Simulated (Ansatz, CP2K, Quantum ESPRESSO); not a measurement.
One structure in several programs: LaMg (Pmma, 4 atoms in the cell)

Self-consistent single point.

```yaml
crystal:
  lattice:
    - [5.61547, 0.00000, 0.00000]
    - [0.00000, 3.80146, 0.00000]
    - [0.00000, 0.00000, 5.78901]
  atoms:
    - { symbol: La, position: [0.75000, 0.00000, 0.79310] }
    - { symbol: La, position: [0.25000, 0.00000, 0.20690] }
    - { symbol: Mg, position: [0.25000, 0.50000, 0.69324] }
    - { symbol: Mg, position: [0.75000, 0.50000, 0.30676] }
```

Shared settings, as Ansatz (an electronic-structure program) writes them: kpoints.mp_grid.grid = 5 8 5; scf.occupations.method = gaussian; scf.occupations.width = 0.05 eV. Potentials and cutoffs stand in the table.

| code | model | pressure (GPa) | largest force (eV/Å) | cutoff |
|---|---|---|---|---|
| Ansatz | PBEsol, PAW files made with PBE | -1.48 | 0.068 | 420 eV |
| Quantum ESPRESSO | PBEsol, SSSP 1.1.2 efficiency (PBE) pseudopotentials | -1.42 | 0.077 | 50 Ry |
| CP2K | PBEsol, GPW, DZVP-MOLOPT-SR-GTH basis, GTH-PBE potentials (GTH_POTENTIALS) | -0.24 | 0.081 | grid 1000 Ry |

The spread over the programs that give each value: pressure within 1.24 GPa; largest force within 0.013 eV/Å.

CP2K uses small atom-centred bases, whose incompleteness enters pressures, forces and empty levels differently from a plane-wave cutoff. Ansatz's pressure is given at a fixed set of plane waves, as the other plane-wave codes print theirs. In the pressure, CP2K (by 1.21) lies more than 1 GPa from the median of the plane-wave programs. In the force vectors, CP2K (by 0.096) lies more than 0.08 eV/Å from the median of the plane-wave programs.

The starting cell comes from a database of computed structures (which also holds hypothetical and non-ambient phases and stackings), without a prior relaxation at this level.

Left out of this page: ABINIT (with a known weakness of the program); Elk (not drawn, or without a comparable value).

Keys are those of Ansatz 0.2.
